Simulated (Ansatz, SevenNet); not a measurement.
For GeSb2Te4 (model structure, started from the GeSb2Te4 type, R-3m, No. 166, 7 atoms in the cell), the machine-learned potential SevenNet-l3i5 (trained on PBE and PBE+U data) gives:

* **lattice constant a**: 4.311 Å
* **c axis length**: 41.963 Å

Problem. What does r²SCAN (plane waves, PAW; Ansatz, a quantum-chemistry and plane-wave program) give for the same quantities?

Solution. 
- lattice constant a: 4.283 Å (decreases by 0.6 %)
- lattice parameter c: 42.331 Å (grows by 0.9 %)

Changes are worked out from the printed values.

Unless a cell is named, each level is at its own relaxed cell (SevenNet-l3i5 32.16, r²SCAN 32.02 Å³/atom).

Ansatz's density-functional and Hartree–Fock values are scalar-relativistic unless marked +SOC, with PAW data made under PBE.

A model structure was made by putting elements into a prototype or built by hand; it is no filed structure, need not be a known phase, and can be a saddle point held by its symmetry.
